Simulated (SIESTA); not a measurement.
Band structure of Zr2Rh (Ibam, 6 atoms in the cell).

```yaml
crystal:
  lattice:
    - [-3.17011, 3.17914, 2.77963]
    - [3.17011, -3.17914, 2.77963]
    - [3.17011, 3.17914, -2.77963]
  atoms:
    - { symbol: Zr, position: [0.83194, 0.16795, 0.99989] }
    - { symbol: Zr, position: [0.16806, 0.83205, 0.00011] }
    - { symbol: Zr, position: [0.66806, 0.66795, 0.33601] }
    - { symbol: Zr, position: [0.33194, 0.33205, 0.66399] }
    - { symbol: Rh, position: [0.25000, 0.75000, 0.50000] }
    - { symbol: Rh, position: [0.75000, 0.25000, 0.50000] }
```

Method of the run: GGA PBEsol, numerical atomic orbitals DZP, PseudoDojo PBEsol standard norm-conserving potentials (rewritten from UPF to PSML) (SIESTA).

Settings: XC.functional = GGA; XC.authors = PBEsol; potentials = PseudoDojo PBEsol standard; PAO.BasisSize = DZP; PAO.EnergyShift = 0.005 Ry; MeshCutoff = 350 Ry; kgrid.MonkhorstPack = 5 5 5; OccupationFunction = FD; ElectronicTemperature = 50 meV; MaxSCFIterations = 150; SCF.Mixer.Method = Pulay; SCF.Mixer.Weight = 0.2; SCF.Mixer.History = 6; SCF.DM.Tolerance = 1.0E-05.

The starting cell comes from a database of computed structures (which also holds hypothetical and non-ambient phases and stackings), without a prior relaxation at this level. Its lattice was rescaled by a random factor within 2.5 % of one. Spin polarisation is off. Values carry the incompleteness of an atom-centred basis.

Levels in eV from the Fermi level, bands 39 to 44:
| point | 39 | 40 | 41 | 42 | 43 | 44 |
|---|---|---|---|---|---|---|
| Γ | -0.53 | 0.45 | 0.53 | 0.53 | 0.66 | 0.67 |
| X | -0.49 | -0.24 | -0.24 | -0.10 | 0.04 | 1.67 |
| L | -0.49 | -0.24 | -0.24 | -0.10 | 0.04 | 1.67 |
| T | -0.25 | -0.25 | -0.04 | -0.04 | 0.86 | 0.86 |
| W | -0.12 | -0.12 | 0.18 | 0.18 | 0.28 | 0.28 |
| R | -0.25 | -0.25 | -0.04 | -0.04 | 0.86 | 0.86 |
| X1 | -0.49 | -0.24 | -0.24 | -0.10 | 0.04 | 1.67 |
| Z | -0.26 | -0.24 | -0.24 | -0.11 | -0.04 | 1.64 |
| Y | -0.26 | -0.24 | -0.24 | -0.11 | -0.04 | 1.64 |
| S | -0.45 | -0.43 | 0.08 | 0.16 | 0.34 | 0.68 |
| L1 | -0.49 | -0.24 | -0.24 | -0.10 | 0.04 | 1.67 |
| Y1 | -0.26 | -0.24 | -0.24 | -0.11 | -0.04 | 1.64 |

Bands cross the Fermi level along this path, so the cell is metallic at this level.

Higher empty bands are left out: an atom-centred basis made for the valence describes them poorly.
